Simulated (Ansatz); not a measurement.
System: cubic perovskite CsCdF3. Method: rVV10 (Ansatz, an electronic-structure program, plane waves, PAW).

Numerical settings: plane-wave cutoff 520 eV, 8×8×8 k mesh, Fermi–Dirac smearing 0.01 eV, scalar-relativistic PAW data made under PBE.

Energies at three volumes about the minimum:

```csv
V (Å³/atom),E − E_lowest (meV/atom)
18.004,1.48
18.372,0.00
18.739,1.38
```

**Question.** Fit a parabola by hand: where is the minimum, what lattice constant follows, and what is the bulk modulus?

**Answer.** Slopes: (0.00 − 1.48)/(18.372 − 18.004) = -4.022 and (1.38 − 0.00)/(18.739 − 18.372) = 3.760 meV/Å³. Curvature E″ = 2 × (3.760 − (-4.022))/(18.739 − 18.004) = 21.176 meV/Å⁶. From the middle of the first interval, the slope vanishes at V0 = 18.1880 − (-4.022)/21.176 = 18.378 Å³/atom. B = V0 E″ = 18.378 × 21.176 meV/Å³ × 0.1602 GPa per meV/Å³ = 62.4 GPa. With 5 atoms in the cube, a = (5 × 18.378)^(1/3) = 4.513 Å. The full Birch–Murnaghan fit to all volumes gives V0 = 18.371 Å³/atom and B0 = 62.4 GPa.

Note: the relaxation could not lower the start's symmetry, so the cell can be a saddle point above a distorted one.
